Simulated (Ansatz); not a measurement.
Effect of tensor shear ε_xz = +2.00 % on MgTe

Consider MgTe in the wurtzite structure (space group P6_3mc, No. 186; a = 4.5089 Å, c = 7.3377 Å). Axes: x lies along a and z along c of the hexagonal cell.

The change: a pure shear with ε_xz = ε_zx = 0.0200, atoms relaxed at fixed cell.

Calculations: LDA (Ansatz, a program for electronic structure), without spin-orbit coupling. Settings: 9×9×5 k-points, 0.05 eV Fermi–Dirac smearing.

The volume per atom is nearly the same (32.30 Å³ against 32.28 Å³) and the space group goes from P6_3mc (No. 186) to Cc (No. 9). The shortest interatomic distance drops by 0.0041 Å (2.757 Å → 2.752 Å) and the energy rises by 1.6 meV/atom. The pressure (mean of the normal stresses, compression positive) stays essentially unchanged (0.00 GPa against -0.01 GPa) and the band gap falls by 0.09 eV (2.43 eV → 2.34 eV) (an upper bound: an edge found on the path is not a true extremum; the base alone). The largest internal atomic displacement comes out as 0.016 Å and the stress (xx, yy, zz, yz, xz, xy; compression positive) is (-0.04, 0.00, 0.01, 0.00, -0.41, 0.00) GPa.

Final structure:

```
MgTe
1.0
    4.50890     0.00000     0.09018
   -2.25445     3.90482    -0.04509
    0.14675     0.00000     7.33770
Mg Te
2 2
Direct
  0.32955   0.66582   0.99986
  0.66373   0.33418   0.49986
  0.33717   0.66761   0.37614
  0.66955   0.33239   0.87614
```

Cost of the whole job for the changed cell (relaxation, final SCF and bands): about 2.2 core-minutes (a rough figure).

With Te present, leaving out spin-orbit coupling can change the band edges. The cells carry an imposed strain or load. Whether these cells are dynamically stable was not tested.
